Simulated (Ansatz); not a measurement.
BaTe: response to strain

Start from BaTe in the rock salt structure (space group Fm-3m, No. 225; a = 6.941 Å).

Strains are applied to the cell and any free atomic positions relax.

Level of theory: PBEsol, PAW, 420 eV (Ansatz, a first-principles code; scalar-relativistic without spin-orbit coupling).

Candidates:
(a) isotropic strain +3.00 %
(b) isotropic strain −1.00 %
(c) isotropic strain −2.00 %
(d) isotropic strain −1.50 %

Before the change:

| Quantity | Result |
|---|---|
| Band gap | 1.46 eV |

**Question.** Order them by band gap, highest first.

**Answer.** (a) isotropic strain +3.00 % (1.64 eV), (b) isotropic strain −1.00 % (1.39 eV), (d) isotropic strain −1.50 % (1.36 eV), (c) isotropic strain −2.00 % (1.32 eV)

With Te present, leaving out spin-orbit coupling can change the band edges. No phonon test of stability was made.
